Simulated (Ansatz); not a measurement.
LiNbO3, response to strain

The parent structure is LiNbO$_{3}$ (space group R3c, No. 161; a = 5.137 Å, c = 13.885 Å (hexagonal axes)).

Strains are applied to the cell and any free atomic positions relax.

The values are results of Ansatz (a quantum-chemistry and plane-wave program), r2SCAN, PAW, cutoff 500 eV, scalar-relativistic without spin-orbit coupling, not measurements.

Notes on the quantities. band gap: an upper bound: an edge found on the path is not a true extremum; the base alone; energy relative to the base: free energy F; pressure: mean of the normal stresses, compression positive.

```tsv
variant	volume per atom	band gap	energy relative to the base	pressure	largest internal atomic displacement
base	10.58 Å³	4.00 eV	0 meV/atom	0.0 kbar	–
isotropic strain −3.45 %	9.52 Å³	4.12 eV	+47 meV/atom	157.4 kbar	0.095 Å
isotropic strain −3.37 %	9.55 Å³	4.12 eV	+45 meV/atom	152.9 kbar	0.093 Å
isotropic strain +3.08 %	11.59 Å³	3.95 eV	+28 meV/atom	-79.0 kbar	0.102 Å
```

Stability against distortions was not tested.
